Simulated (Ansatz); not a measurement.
Take ZnS in the wurtzite structure (space group P6_3mc, No. 186; a = 3.738 Å, c = 6.143 Å) as the base. Axes: x lies along a and z along c of the hexagonal cell.

Computed with DFT with LDA, PAW potentials and a 420 eV plane-wave cutoff in Ansatz (a first-principles code), scalar-relativistic without spin-orbit coupling.

For the base:

The band gap is 2.19 eV and the valence-band top at Γ is 0.00, 0.00, -0.10 eV.

It is then changed as follows: uniaxial strain ε_xx = +1.20 %, all other strain components held at zero; the atoms relax in the strained cell.

How does this affect the energy relative to the base, stress, band gap and valence-band top at Γ?

The energy increases by 1.1 meV/atom; the stress (xx, yy, zz, yz, xz, xy; compression positive) comes out as (-1.62, -0.77, -0.59, 0.00, 0.00, 0.00) GPa; the band gap decreases by 0.06 eV to 2.13 eV; the valence-band top at Γ (three highest levels, from the VBM) becomes 0.00, -0.05, -0.09 eV (base: 0.00, 0.00, -0.10 eV).

No phonon test of stability was made.
